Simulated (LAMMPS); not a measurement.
MD of KBr (rock salt) at zero pressure, 1000 atoms, as a liquid; each row is its own run.

Model: classical MD, rigid Lennard-Jones ions of Joung and Cheatham, J. Phys. Chem. B 112, 9020 (2008), set for SPC/E water, PPPM sums, 10 Å cutoff with tail terms; code LAMMPS.

```
T (K)  D(Br) (cm²/s)
-----  -------------
900          1.85e-5
1000         3.27e-5
1250         6.58e-5
1400         9.64e-5
1600        0.000150
```

Task: Fit an Arrhenius law, ln y = a + b / x, to these rows (x is the first column, y the second) and predict the run at x = 1100.

Result: Least squares gives a = -6.2527 and b = -4151. The slope times kB gives an activation energy of 0.36 eV. At x = 1100 the fit predicts 4.42e-5 cm²/s. The run itself gave (4.0 ± 0.1) × 10^-5 cm²/s, so the fit is 9.7 % high.

Caution: the potential ionic pair potential joung2008 is fitted for ions in water and for crystals near room temperature.

Caution (rows 900; 1000; 1100): this liquid lies under the melting point of about 1190 K that ionic pair potential joung2008 gives, so it is undercooled.

Errors of D are the spread over four groups of atoms in one short run; a floor of about 5 %, a picked value, is safer.
